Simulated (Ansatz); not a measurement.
# ZnGeP2: pressure series

The reference is ZnGeP2 in the chalcopyrite structure (space group I-42d, No. 122; a = 5.4242 Å, c = 10.7096 Å).

Cell and atoms are relaxed at each pressure.

All numbers come from Kohn–Sham DFT with the PBEsol functional, run in Ansatz (an electronic-structure program) with PAW and 420 eV plane waves, no SOC, earlier PAW set.

Candidates:
(a) pressure 9 GPa
(b) pressure 30 GPa
(c) pressure 2.1 GPa
(d) pressure 0.9 GPa
(e) pressure 4.5 GPa

Before the change:

* **Band gap**: 1.07 eV

**Question.** Order them by band gap, lowest first.

**Answer.** (b) pressure 30 GPa (0.63 eV), (a) pressure 9 GPa (0.92 eV), (e) pressure 4.5 GPa (0.99 eV), (c) pressure 2.1 GPa (1.03 eV), (d) pressure 0.9 GPa (1.05 eV)

Load acts through the strain it causes; cell and atoms are relaxed under it. Whether these cells are dynamically stable was not tested. Competing high-pressure phases were not computed.
